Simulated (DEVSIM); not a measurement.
Structure: Schottky contact on n-type Si, at 300 K.

Layer 1 from the left is Si, thickness (μm) 0.900, Nd (cm⁻³) 1.1e17, τn (s) 0.00084, τp (s) 0.00084.

Left contact: Schottky, work function 4.64 eV, emission velocity 2.1e6 cm/s. Right contact: ohmic. Voltage is applied to the left contact. Recombination: SRH at mid-gap, radiative, Auger. Mobility is constant in doping.

This is a model device: material constants are rounded textbook-type values typed into the input, and sizes, dopings and lifetimes were drawn at random. Values at 300 K.

Si: gap (eV) 1.124, affinity (eV) 4.05, permittivity 11.7, Nc (cm⁻³) 2.86e19, Nv (cm⁻³) 3.1e19, μn (cm²/Vs) 1417, μp (cm²/Vs) 470, B (cm³/s) 4.7e-15, Cn (cm⁶/s) 2.8e-31, Cp (cm⁶/s) 9.9e-32.

### Question
Estimate by hand the built-in potential, the peak field at zero bias, the capacitance at -0.5 V, and compare with a numerical solution.

### Answer

- Built-in potential: barrier φB = 0.590 eV; Vbi = φB − kT/q ln(N_band/N) = 0.446 V; numerical 0.446 V.
- Peak field at zero bias: depletion approximation: W = √(2εVbi/(qN)) = 0.0724 μm with N = 1.10e17 cm⁻³; field = 2Vbi/W = 123000 V/cm; numerical 119000 V/cm (estimate above by 3.8 %).
- Capacitance at -0.5 V: C = √(qεN / 2(Vbi + |V|)) = 98.2 nF/cm²; numerical 99.6 nF/cm² (estimate below by 1.4 %).

Model (solved in DEVSIM): 1D drift-diffusion, Boltzmann statistics, complete ionisation; no tunnelling, impact ionisation, image-force lowering or self-heating. Metal contacts follow the ideal Schottky-Mott rule: no Fermi-level pinning, no interface dipoles.
